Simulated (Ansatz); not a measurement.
Output of an Ansatz run (abridged):

```
WARN ansatz: RAYON_NUM_THREADS=1 ignored (pool sized by the plan → 1); use --threads N
Pseudopotentials: kind: paw
Pseudopotential: Cr, paw, valence charge 14
Pseudopotential: B, paw, valence charge 3
Crystal: 5 atoms, lattice volume = 36.486 Å³
Basis set: ecut = 420.4159175005146 eV, 731 PW (Γ), exchange–correlation on 54×54×54 points (8 copies of the dense FFT grid, shifted against one another)
Bands: 18, of which v1, the nominal top of the filled ones, is band 13 counted from 1 (12 counted from 0)
Symmetry: 4 space group operations
Space group: Imm2 (ITA 44), of the structure as read, at distance tolerance 3.3e-5 Å
k-points: 171 of 1000 (time reversal used)
PAW frozen core: Cr, regenerated for the run's functional, and the local potential with it
PAW frozen core: B, regenerated for the run's functional, and the local potential with it
Initial density: superposition of atomic densities (neutral atoms: chi_scale 0, normalization atom), corrected by the library's trained network
Initial wavefunctions: pseudopotential atomic-orbital guess
Eigensolver: davidson
Functional: x = pbesol(κ = 0.804, μ = 0.12345679012345678), c = pbesol(β = 0.046)
SCF iter   1: F=—  HF=-3961.590909 eV  |F-HF|=—  |Δ(HF+E_count)|=         —  Δρ=1.63e-2  dr2=1.29e-1  ethr=1.77e-3  ⟨swp⟩=5.9  Hψ=14980  notcnv=0
all-band conjugate gradients solve this SCF's bands
preconditioner: auto → Kerker (q_TF=auto, 2.578 Å⁻¹)
SCF iter   2: F=—  HF=-3961.576783 eV  |F-HF|=—  |Δ(HF+E_count)|=   1.41e-2  Δρ=8.81e-3  dr2=4.15e-2  ethr=4.97e-4  ⟨swp⟩=1.0  Hψ=4446  notcnv=0
SCF iter   3: F=—  HF=-3961.569896 eV  |F-HF|=—  |Δ(HF+E_count)|=   6.89e-3  Δρ=1.12e-3  dr2=6.88e-4  ethr=1.60e-4  ⟨swp⟩=1.2  Hψ=3098  notcnv=0
SCF iter   4: F=—  HF=-3961.569852 eV  |F-HF|=—  |Δ(HF+E_count)|=   4.33e-5  Δρ=3.55e-4  dr2=4.73e-5  ethr=2.65e-6  ⟨swp⟩=2.2  Hψ=4118  notcnv=0
SCF iter   5: F=—  HF=-3961.569848 eV  |F-HF|=—  |Δ(HF+E_count)|=   3.97e-6  Δρ=1.08e-4  dr2=4.50e-6  ethr=1.82e-7  ⟨swp⟩=2.1  Hψ=3618  notcnv=0
SCF iter   6: F=—  HF=-3961.569848 eV  |F-HF|=—  |Δ(HF+E_count)|=   3.25e-8  Δρ=2.72e-5  dr2=4.07e-7  ethr=1.73e-8  ⟨swp⟩=2.6  Hψ=4619  notcnv=0
SCF iter   7: F=-3961.569848 eV  HF=-3961.569848 eV  |F-HF|=2.23e-8  |Δ(HF+E_count)|=   3.24e-8  Δρ=7.06e-6  dr2=3.58e-8  ethr=3.85e-10  ⟨swp⟩=7.8  Hψ=12985  notcnv=0
SCF 1 converged in 7 iterations: F = -3961.569848 eV  dr2 = 3.58e-8
SCF converged after 7 iterations
Free energy (F): -3961.569848 eV
Harris-Foulkes:  -3961.569848 eV  (|F-HF|=2.23e-8)
Internal energy: -3961.567557 eV  (E = F + TS)
E sigma→0 (E₀):  -3961.568703 eV
Entropy (-TS):   -0.002291 eV (-0.458 meV/atom)
Fermi energy:    13.948034 eV
--- Per-component energies (eV) ---
  E_band       = -138.091061
  E_kinetic    = 544.978879
  E_local      = -1784.883780  (includes V_loc(G=0)·N_el)
  E_nonlocal   = 125.638341
  E_hartree    = 780.861089
  E_xc         = -270.418769
  E_vxc        = -335.119964  (∫ρ·V_xc dr)
  E_paw        = -1469.475198  (= ΣΔE_a)
  E_vpaw       = -250.434247  (= ΣTr[D̂ρ^β])
  E_aug_tail   = 0.000342  (compensation charges beyond the density's cutoff)
  E_ewald      = -1888.487305
  E_core_change = 0.218843  (= ΣΔE_core)
  E_smearing   = -0.002291  (= −TS)
  E_closure    = -0.000000  (closes the sum)
  Σ components = -3961.569848   (vs F -3961.569848, Δ=0.00e0)
--- Forces (eV/Å), atoms counted from 1 ---
  atom   1  Cr     0.00000000    -0.00000000    -1.25542404
  atom   2  B      0.00000000     0.14996559     0.31443084
  atom   3  B     -0.00000000     0.11453946     0.31329540
  atom   4  B      0.00000000    -0.14996559     0.31443084
  atom   5  B     -0.00000000    -0.11453946     0.31329540
  max |Σ_I F_I| component: 2.84e-5 eV/Å
--- Stress (GPa, compression-positive) ---
       -2.201205       0.000000       0.000000
        0.000000      -1.228605      -0.000000
        0.000000      -0.000000       3.856718
  P = ⅓ Tr σ = 0.1423 GPa (1.423 kbar)
  The stress holds the Pulay correction. Without it, at fixed plane waves, as pw.x and ABINIT print it: P = -0.1313 GPa
--- Band table (eV; the first three rows and the last of 171) ---
  k-point 0: bands = ["-57.4169", "-28.9384", "-28.9273", "-28.9179", "-0.7399", "5.7516", "8.0188", "8.7711", "8.9468", "9.5156", "11.2086", "11.4657", "13.1440", "17.2496", "17.9549", "18.3898", "18.4368", "18.5930"]
  k-point 1: bands = ["-57.4150", "-28.9371", "-28.9362", "-28.9259", "-0.5279", "5.7130", "7.5854", "9.0256", "9.0911", "9.9258", "11.0384", "11.0911", "12.8946", "16.8296", "17.4301", "17.7266", "17.8960", "19.1833"]
  k-point 2: bands = ["-57.4103", "-28.9867", "-28.9312", "-28.9222", "0.0935", "5.6845", "6.9271", "9.2629", "9.8154", "10.1359", "10.2164", "10.5796", "12.5194", "15.8826", "16.5375", "17.2860", "17.6334", "19.5835"]
  k-point 170: bands = ["-57.4161", "-28.9476", "-28.9421", "-28.9216", "2.8808", "3.1415", "4.4591", "5.6563", "11.5871", "11.5992", "12.0506", "13.1783", "13.9801", "14.0690", "14.6606", "16.7347", "17.1586", "22.2948"]
```

The structure:

```
CELL_PARAMETERS angstrom
     -1.42058     2.35917     2.72173
      1.42058    -2.35917     2.72173
      1.42058     2.35917    -2.72173
ATOMIC_POSITIONS crystal
  Cr 0.00919 0.00919 0.00000
  B  0.53800 0.34213 0.19587
  B  0.46200 0.65787 0.80413
  B  0.14626 0.34213 0.80413
  B  0.85374 0.65787 0.19587
```

### Question
What input produced this log?

### Answer
Other spellings and defaults could give the same log, and not every line can be read from it. The input that was run (DFT, PBEsol, plane waves, default PAW files made with PBE):

Ansatz 0.2 input:
```yaml
crystal:
  lattice:
    - [-1.420580, 2.359171, 2.721730]
    - [1.420580, -2.359171, 2.721730]
    - [1.420580, 2.359171, -2.721730]
  atoms:
    - { symbol: Cr, position: [0.009185, 0.009185, 0.000000] }
    - { symbol: B, position: [0.538000, 0.342130, 0.195870] }
    - { symbol: B, position: [0.462000, 0.657870, 0.804130] }
    - { symbol: B, position: [0.146260, 0.342130, 0.804130] }
    - { symbol: B, position: [0.853740, 0.657870, 0.195870] }
basis:
  ecutwfc: 30.9 Ry
kpoints:
  mp_grid: { grid: [10, 10, 10] }
hamiltonian:
  xc: pbesol
  pseudopotentials: { kind: paw }
scf:
  occupations: { method: gaussian, width: 0.0073 Ry }
output:
  forces: true
  eigenvalues: true
  stress: true
```

The starting cell comes from a database of computed structures (which also holds hypothetical and non-ambient phases and stackings), without a prior relaxation at this level. Its lattice was rescaled by up to half a per cent. One atom was moved a little off its site on purpose. Spin polarisation is off. Forces in this geometry exceed 1 eV/Å. Ansatz's pressure includes its estimate of the finite-basis (Pulay) stress.

Ansatz is a program for electronic structure.
